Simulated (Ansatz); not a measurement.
Take CdS in the wurtzite structure (space group P6_3mc, No. 186; a = 4.196 Å, c = 6.830 Å) as the base. Axes: x lies along a and z along c of the hexagonal cell.

Method: Ansatz (an electronic-structure program), PBE, PAW, cutoff 420 eV, spin-orbit coupling left out.

Strains are applied to the cell and any free atomic positions relax.

One change was made to it. Results:

The energy rises by 1.0 meV/atom; the pressure (mean of the normal stresses, compression positive) goes from zero to -0.62 GPa; the valence-band top at Γ (three highest levels, from the VBM) goes from 0.00, 0.00, -0.04 eV to 0.00, 0.00, -0.08 eV; the band gap shrinks by 0.05 eV to 1.06 eV.

**Question.** What was done to the base?
A) uniaxial strain ε_zz = +3.00 %
B) uniaxial strain ε_zz = +1.80 %
C) uniaxial strain ε_zz = +0.60 %
D) uniaxial strain ε_zz = +2.40 %
E) uniaxial strain ε_zz = +1.20 %

**Answer.** E, uniaxial strain ε_zz = +1.20 %. For comparison, the valence-band top at Γ in the other runs: uniaxial strain ε_zz = +2.40 % gives 0.00, 0.00, -0.11 eV; uniaxial strain ε_zz = +0.60 % gives 0.00, 0.00, -0.06 eV; uniaxial strain ε_zz = +3.00 % gives 0.00, 0.00, -0.13 eV; uniaxial strain ε_zz = +1.80 % gives 0.00, 0.00, -0.09 eV.

No phonon test of stability was made.
